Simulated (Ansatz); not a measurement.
# HfSi2 under a change: Hf → Zr

Base system: HfSi₂ (space group Cmcm, No. 63; a = 3.650 Å, b = 14.351 Å, c = 3.635 Å).

The change: full substitution Hf → Zr, then cell and atoms are relaxed.

All numbers come from Ansatz (a quantum-chemistry and plane-wave program) PBEsol, no spin-orbit coupling, earlier PAW set. Γ-centred 13×13×13 mesh, Fermi–Dirac width 0.05 eV.

The density drops by 3.185 g/cm³, from 8.19 g/cm³ to 5.00 g/cm³ and the shortest interatomic distance stays 2.412 Å. The band gap stays zero.

Whether these cells are dynamically stable was not tested. All final runs are without spin polarisation.
